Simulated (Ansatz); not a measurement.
The parent structure is Sr in the fcc (Cu type) structure (space group Fm-3m, No. 225; a = 6.101 Å).

Structures relaxed with r2SCAN (Ansatz, a quantum-chemistry and plane-wave program; PAW; 500 eV plane waves; without spin-orbit coupling).

Base:

Simulated powder pattern, Co Kα, λ = 1.79026 Å (kinematic, ideal powder, no thermal factors, no anomalous dispersion; the 14 strongest lines at most, above 2 %, up to 2θ = 90°):

```tsv
2θ (°)	I/Imax (%)	hkl
29.44	100	(111)
34.13	51	(200)
49.04	38	(220)
58.24	45	(311)
61.10	13	(222)
71.87	6.1	(400)
79.52	19	(331)
82.02	18	(420)
```

The change: Lu takes the place of Sr on all its sites, then cell and atoms are relaxed.

After the change:

Simulated powder pattern, Co Kα, λ = 1.79026 Å (kinematic, ideal powder, no thermal factors, no anomalous dispersion; the 14 strongest lines at most, above 2 %, up to 2θ = 90°):

```json
[
 {"2θ (°)": "37.03", "I/Imax (%)": "100", "hkl": "(111)"},
 {"2θ (°)": "43.03", "I/Imax (%)": "51", "hkl": "(200)"},
 {"2θ (°)": "62.48", "I/Imax (%)": "36", "hkl": "(220)"},
 {"2θ (°)": "74.91", "I/Imax (%)": "43", "hkl": "(311)"},
 {"2θ (°)": "78.86", "I/Imax (%)": "13", "hkl": "(222)"}
]
```

The indices refer to each structure's own conventional cell; one index is shown for lines that coincide.

No phonon test of stability was made. As relaxed here, Lu is a hypothetical phase, not in the database extracts checked. The final runs are not spin-polarised.
